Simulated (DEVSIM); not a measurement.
Structure: illuminated Si n-on-p cell, one wavelength, with a back-surface field, at 250 K.

```tsv
layer (left to right)	material	thickness (μm)	Nd (cm⁻³)	Na (cm⁻³)	τn (s)	τp (s)	absorption coefficient (cm⁻¹)
1	Si	0.160	4.8e18	-	2.9e-7	4e-8	17000
2	Si	34.0	-	6.8e15	3.3e-6	3.3e-6	17000
3	Si	1.40	-	3.9e18	3.3e-6	3.3e-6	17000
```

Left contact: ohmic, minority hole recombination velocity 2000 cm/s. Right contact: ohmic, minority electron recombination velocity 20000 cm/s. Voltage is applied to the left contact. Recombination: SRH at mid-gap, radiative, Auger. Gap narrowing is on: ΔEg = 6.92 meV × (l + √(l² + 0.5)), l = ln(N/1.3e17 cm⁻³), shared equally by both band edges. Light enters at the left, 2.2e18 photons cm⁻² s⁻¹, one pass, no reflection. Mobility is constant in doping.

Constants are typed, rounded textbook-type inputs, not results; the design itself was drawn at random and stands for no fabricated device. Values at 300 K; Nc and Nv go as T^1.5, mobilities as T to minus their exponent, the gap by Varshni's rule with the affinity fixed.

```
parameter               Si
----------------  --------
gap (eV)             1.124
affinity (eV)         4.05
permittivity          11.7
Nc (cm⁻³)          2.86e19
Nv (cm⁻³)           3.1e19
μn (cm²/Vs)           1417
μp (cm²/Vs)            470
T exponent of μn       2.3
T exponent of μp       2.2
B (cm³/s)          4.7e-15
Cn (cm⁶/s)         2.8e-31
Cp (cm⁶/s)         9.9e-32
Varshni α (eV/K)  0.000473
Varshni β (K)          636
```

DEVSIM, 1D drift-diffusion, Boltzmann statistics, complete ionisation; no tunnelling, impact ionisation, image-force lowering or self-heating.

The recombination velocity at the left contact was swept, all else fixed.

```csv
recombination velocity at the left contact (cm/s),open-circuit voltage (V),share of generated pairs collected at short circuit,short-circuit current (mA/cm²),dark forward voltage at 100 A/cm² (V)
10,0.763,0.999,352,0.915
100,0.763,0.999,352,0.915
1000,0.763,0.998,352,0.914
2000,0.762,0.998,352,0.913
10000,0.759,0.997,352,0.908
1e5,0.743,0.986,348,0.896
1e6,0.715,0.933,329,0.889
1e7,0.704,0.883,311,0.887
```

From the first row to the last the open-circuit voltage goes from 0.763 to 0.704. From the first row to the last the share of generated pairs collected at short circuit goes from 0.999 to 0.883.
